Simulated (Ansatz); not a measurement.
Defect migration in 2H silicon carbide: interstitial F, charge state -1. The step: one F atom jumps by itself; the atom moves 2.53 Å along (0.00, 0.00, 0.50) of the unit cell; the moving atom starts with neighbours 3 C at 2.26, 3 C at 2.30; 3 Si at 1.89 Å and ends with 3 C at 2.26, 3 C at 2.30; 3 Si at 1.89 Å. A PBE band in Ansatz (plane-wave PAW, the Γ point alone, 72 host sites, 27 SCF runs with any check of the saddle's order, static, no finite-size correction) gives a forward barrier of 2.67 eV. The saddle point's order was not checked, and it lies on a symmetry element of the cell, where a band can be held. The host's phase is taken as given; its stability against other phases was not computed. The charge state is imposed; whether it is stable for some Fermi level was not computed. Sites that were not tried may lie lower.

Single points at the band's start and saddle point can refine it. Rough cost of one point, in units of the band's mean SCF on the same machine:

```json
[
 {"Level": "PBE, a 2×2×2 k-point mesh shifted by half a step along c", "Cost of one point": "about 5"},
 {"Level": "r2SCAN at 500 eV, the Γ point alone", "Cost of one point": "about 3"}
]
```

**Question.** Which of these move the barrier by more than 0.1 eV, and how far does each move it?

**Answer.** PBE, a 2×2×2 k-point mesh shifted by half a step along c: +0.42 eV; r2SCAN at 500 eV, the Γ point alone: +0.19 eV. Each functional is compared with PBE at the same k-points.

Ansatz is an electronic-structure program.
